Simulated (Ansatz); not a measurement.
The starting structures come from a database of crystals and need not be the phases stable at ambient conditions.

The decay constant κ of evanescent states in the gap governs leakage through a thin film.

```
CELL_PARAMETERS angstrom
      4.69220     0.00000     0.00000
      0.00000     5.63795     0.00000
      0.00000    -2.81898     4.48890
ATOMIC_POSITIONS crystal
  Li 0.50000 0.52632 0.41292
  Li 0.50000 0.11340 0.58708
  B  0.18297 0.25784 0.00000
  B  0.81703 0.25784 0.00000
  B  0.30639 0.90199 0.80412
  B  0.69361 0.09787 0.19588
  B  0.69361 0.90199 0.80412
  B  0.30639 0.09787 0.19588
  B  0.81656 0.74346 0.00000
  B  0.18344 0.74346 0.00000
  B  0.00000 0.33268 0.33898
  B  0.00000 0.99370 0.66102
  B  0.00000 0.00776 0.33828
  B  0.00000 0.66948 0.66172
  C  0.35378 0.50188 0.00000
  C  0.64622 0.50188 0.00000
```

Space group of this cell: Amm2. The cell is taken as given.

Transport runs along the normal of the first two printed cell vectors.

The gap is the functional's own. No spin-orbit coupling. Mid-gap values are interpolated on the energy grid.

**Question.** Predict the band gap and the smallest decay constant κ at mid-gap from r2SCAN (Ansatz, an electronic-structure program).

**Answer.** Gap 1.50 eV on a 6×8×8 mesh; κ = 0.256 1/Å, at the zone centre.
